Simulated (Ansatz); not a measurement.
The reference is MgTe in the wurtzite structure (space group P6_3mc, No. 186; a = 4.5089 Å, c = 7.3377 Å). Axes: x lies along a and z along c of the hexagonal cell.

Method: LDA (Ansatz, a program for electronic structure; PAW; 420 eV plane waves; without spin-orbit coupling).

Base values:

The volume per atom is 32.30 Å³.

It is then changed as follows: biaxial strain +1.80 %, plane normal [001], relaxed out of plane (Cartesian); in-plane vectors clamped, the third vector and the atoms free.

Q: How does this affect the in-plane stress and volume per atom?

A: The mean in-plane stress (compression positive) is -1.1 GPa; the volume per atom grows by 0.61 Å³ (32.30 Å³ → 32.91 Å³).

Stability against distortions was not tested.
